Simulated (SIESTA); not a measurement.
# How a calculation on ReB2 (P6_3/mmc, 6 atoms in the cell) responds to its settings

```xyz
6
Lattice="2.9000 0.0000 0.0000 -1.4500 2.5115 0.0000 0.0000 0.0000 7.4780" Properties=species:S:1:pos:R:3 pbc="T T T"
Re     0.0000     1.6743     1.8695
Re     1.4500     0.8372     5.6085
B      0.0000     1.6743     4.0979
B      1.4500     0.8372     0.3589
B      0.0000     1.6743     7.1191
B      1.4500     0.8372     3.3801
```

Base run A: SIESTA with LDA PW92, numerical atomic orbitals DZP, PseudoDojo LDA standard norm-conserving potentials (rewritten from UPF to PSML), self-consistent single point.

Its settings: XC.functional = LDA; XC.authors = PW92; potentials = PseudoDojo LDA standard; PAO.BasisSize = DZP; PAO.EnergyShift = 0.01 Ry; MeshCutoff = 350 Ry; kgrid.MonkhorstPack = 7 7 3; OccupationFunction = FD; ElectronicTemperature = 1160.45 K; MaxSCFIterations = 150; SCF.Mixer.Method = Pulay; SCF.Mixer.Weight = 0.1; SCF.Mixer.History = 6; SCF.DM.Tolerance = 1.0E-05.

The starting cell comes from a database of published, mostly measured structures (it also holds non-ambient and calculated ones), without a prior relaxation at this level. Spin polarisation is off. Values carry the incompleteness of an atom-centred basis. In the base run, with a pressure of about -8 GPa the cell is away from its equilibrium volume at this level.

Run A gave: pressure (GPa) -7.97; largest force (eV/Å) 0.208; basis size 90.

Runs:
- B: PAO.BasisSize: DZP → SZ
- C: PAO.BasisSize: DZP → SZP
- D: PAO.BasisSize: DZP → DZ
- E: PAO.BasisSize: DZP → TZP

Question: What does run B change against A?

Answer: The pressure goes from -7.97 to -1.41 GPa and the largest force goes from 0.208 to 1.639 eV/Å.

Question: What does run E change against A?

Answer: The pressure goes from -7.97 to -9.07 GPa and the largest force goes from 0.208 to 0.250 eV/Å.

| run | pressure (GPa) | largest force (eV/Å) | basis size |
|---|---|---|---|
| A | -7.97 | 0.208 | 90 |
| B | -1.41 | 1.639 | 36 |
| C | -3.35 | 0.619 | 62 |
| D | -7.57 | 0.335 | 64 |
| E | -9.07 | 0.250 | 118 |

Left out of this page: 1 run of the series failed or unconverged.
